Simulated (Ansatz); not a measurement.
The starting structures come from a database of crystals and need not be the phases stable at ambient conditions.

 Where the default PAW files enter, the runs use the earlier of Ansatz's two default sets.

By PBEsol, the system below comes out a metal.

A figure of merit of an interconnect metal is its ballistic conductance per area.

```
InAs
1.0
    4.06912     0.00000     0.00000
   -2.03456     3.52396     0.00000
    2.03456     1.17465     3.32243
In As
1 1
Direct
  0.00000   0.50000   0.50000
  0.00000   0.00000   0.00000
```

Space group of this cell: Fm-3m, rock salt. The cell is taken as given; by PBEsol its mean pressure is -3.4 GPa.

The current flows along the normal of the first two printed cell vectors, the (111) plane of the conventional cell. No spin-orbit coupling; the value is a mean over 0.1 eV about the Fermi level.

Q: State the ballistic conductance per area according to PBEsol in Ansatz (a quantum-chemistry and plane-wave program).

A: 0.86 × 10¹⁵ S/m² for both spins.
